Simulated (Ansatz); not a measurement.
The parent structure is PbSe in the rock salt structure (space group Fm-3m, No. 225).

```
PbSe
1.0
    0.00000     3.02042     3.02042
    3.02042     0.00000     3.02042
    3.02042     3.02042     0.00000
Pb Se
1 1
Direct
  0.00000   0.00000   0.00000
  0.50000   0.50000   0.50000
```

Cartesian axes are those of the cell as printed.

Calculations: LDA (Ansatz, a first-principles code), scalar-relativistic without spin-orbit coupling.

Before the change:

* **Volume per atom**: 27.55 Å³
* **Band gap**: zero
* **Pressure**: 0.0 GPa

Perturbation: tensile biaxial strain of 1.50 % in the plane normal to [001], as in epitaxy on a mismatched substrate; the out-of-plane cell vector and the atoms relax.

Task: Predict the new volume per atom, band gap and pressure.

Result: The volume per atom grows by 0.77 Å³ to 28.32 Å³; the band gap goes from zero to 0.13 eV; the pressure (mean of the normal stresses, compression positive) goes from zero to -1.5 GPa.

With Pb present, leaving out spin-orbit coupling can change the band edges. Stability against distortions was not tested. The final runs are not spin-polarised. Gaps under 0.05 eV, about the width of the smearing, are given as zero. The zero or small gap of PbSe can change with the level of theory.
